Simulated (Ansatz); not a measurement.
Take MgS in the rock salt structure (space group Fm-3m, No. 225) as the base.

```
MgS
1.0
    0.00000     2.60256     2.60256
    2.60256     0.00000     2.60256
    2.60256     2.60256     0.00000
S Mg
1 1
Direct
  0.00000   0.00000   0.00000
  0.50000   0.50000   0.50000
```

Cartesian axes are those of the cell as printed.

Computed with plane-wave PAW DFT at the r2SCAN level (Ansatz, a program for electronic structure, 500 eV), spin-orbit coupling left out, earlier PAW set.

Strains are applied to the cell and any free atomic positions relax; under biaxial strain the out-of-plane vector relaxes too; under stress the whole cell relaxes.

One change was made to it. Results:

| quantity | base | after |
|---|---|---|
| band gap | 3.47 eV | 3.33 eV |
| energy relative to the base (free energy F) | 0 meV/atom | +51 meV/atom |

Question: Which change produced these results?
A) uniaxial stress, 8 GPa tension along z
B) isotropic strain −4.33 %
C) biaxial strain −4.72 %, plane normal [001], relaxed out of plane
D) uniaxial strain ε_yy = −1.25 %

Answer: C, biaxial strain −4.72 %, plane normal [001], relaxed out of plane. For comparison, the band gap in the other runs: uniaxial stress, 8 GPa tension along z gives 3.01 eV; isotropic strain −4.33 % gives 3.74 eV; uniaxial strain ε_yy = −1.25 % gives 3.43 eV.

Stability under load was not tested beyond the relaxation.
